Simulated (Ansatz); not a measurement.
Results of r²SCAN (Ansatz, a first-principles code, PAW) for CaB6-type YB6.

Run with plane-wave cutoff 560 eV, 14×14×14 k mesh, Fermi–Dirac smearing 0.05 eV, scalar-relativistic PAW data made under PBE.

Cell (relaxed at this level):

```cif
data_B6Y
_chemical_formula_sum 'Y1 B6'
_space_group_name_H-M_alt 'P 1'
_space_group_IT_number 1
_cell_length_a 4.08931
_cell_length_b 4.08931
_cell_length_c 4.08931
_cell_angle_alpha 90.000
_cell_angle_beta 90.000
_cell_angle_gamma 90.000
loop_
_space_group_symop_operation_xyz
  'x, y, z'
loop_
_atom_site_label
_atom_site_type_symbol
_atom_site_fract_x
_atom_site_fract_y
_atom_site_fract_z
_atom_site_occupancy
Y1 Y 0.00000 0.00000 0.00000 1
B1 B 0.80107 0.50000 0.50000 1
B2 B 0.50000 0.19893 0.50000 1
B3 B 0.50000 0.80107 0.50000 1
B4 B 0.19893 0.50000 0.50000 1
B5 B 0.50000 0.50000 0.80107 1
B6 B 0.50000 0.50000 0.19893 1
```

**Question.** Give the computed bulk modulus and pressure derivative B′ of the bulk modulus.

**Answer.** 
- bulk modulus: 179 GPa
- pressure derivative B′ of the bulk modulus: 3.6

The run finds no gap.

Note: the relaxation could not lower the start's symmetry, so the cell can be a saddle point above a distorted one.

Static lattice: no zero-point or thermal effects.
